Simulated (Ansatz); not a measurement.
Reference: ZrSi (Cmcm), PBEsol, DFPT electron-phonon coupling, linearised Boltzmann equation (plane waves, PAW, scalar-relativistic; Ansatz, a program for electronic structure); geometry: relaxed with this functional, without spin-orbit coupling.

```yaml
crystal:
  lattice:
    - [1.86756, -4.94101, 0.00000]
    - [1.86756, 4.94101, 0.00000]
    - [0.00000, 0.00000, 3.73693]
  atoms:
    - { symbol: Zr, position: [0.64525, 0.35475, 0.25000] }
    - { symbol: Zr, position: [0.35475, 0.64525, 0.75000] }
    - { symbol: Si, position: [0.92107, 0.07893, 0.25000] }
    - { symbol: Si, position: [0.07893, 0.92107, 0.75000] }
```

The resistivity at 300 K is 12.1 μΩ·cm and the mean free path at 300 K is 20 nm. The electron-phonon coupling λ is 0.154 and the logarithmic mean phonon energy is 25 meV.

**Question.** Replace Zr by Sc on the same sites and relax. What happens?

**Answer.** ScSi (Cmcm): volume per atom 17.2 to 17.6 Å³; resistivity at 300 K rises (12.1 μΩ·cm to 27 μΩ·cm); mean free path at 300 K falls (20 nm to 9.2 nm); electron-phonon coupling λ rises (0.154 to 0.22); logarithmic mean phonon energy stays about the same (25 meV to 28 meV).

**Question.** Swap Zr for Y, keeping the structure type. How do these values move?

**Answer.** YSi (Cmcm): volume per atom 17.2 to 21.1 Å³; resistivity at 300 K rises (12.1 μΩ·cm to 38 μΩ·cm); mean free path at 300 K falls (20 nm to 8.3 nm); electron-phonon coupling λ rises (0.154 to 0.24); logarithmic mean phonon energy stays about the same (25 meV to 22 meV).

Moves up to 12 % count as about the same. Metals; harmonic phonons alone scatter; means over directions. The mean free path is weighted by the current that each state carries. Halving the electron mesh moves these values by up to 8 %; q meshes are mostly untested. Some of the runs warned that the eigensolver left states short of its tolerance. Spin-orbit coupling is left out.

Formula and space group known from diffraction (Crystallography Open Database), not checked to be the room-temperature form: ZrSi (Cmcm). Computed structure with no diffraction record at hand here (it may be known, metastable or hypothetical): ScSi (Cmcm).
